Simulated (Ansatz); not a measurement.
The starting structures come from a database of crystals and need not be the phases stable at ambient conditions.

Inside the gap of an insulator the Bloch states are evanescent, with a wavenumber k + iκ along the transport direction.

Given:

```xyz
10
Lattice="5.4242 0.0000 0.0000 0.0246 5.4241 0.0000 2.6998 -2.7121 3.8268" Properties=species:S:1:pos:R:3 pbc="T T T"
Sr     2.7121     0.0000     1.9134
Sr     5.4365     2.7121     1.9134
Ti     0.0000     0.0000     0.0000
Ti     2.7244     2.7121     0.0000
O      1.3745     4.0681     0.1604
O      6.7741    -1.3560     3.6664
O      5.3110     0.1137     1.9134
O      2.8376     2.5984     1.9134
O      1.3622     1.3560     0.0000
O      4.0866     4.0681     0.0000
```

Space group of this cell: I4/mcm. The cell is strained (all lengths scaled by 0.98); by r2SCAN its mean pressure is 12.0 GPa.

Transport runs along the normal of the first two printed cell vectors, the (110) plane of the conventional cell.

The gap is the functional's own. No spin-orbit coupling. Mid-gap values are interpolated on the energy grid.

### Question
Predict the band gap and the smallest decay constant κ at mid-gap from Ansatz (a program for electronic structure) with r2SCAN.

### Answer
Gap 2.47 eV on a 8×8×8 mesh; κ = 0.268 1/Å, at the zone centre.
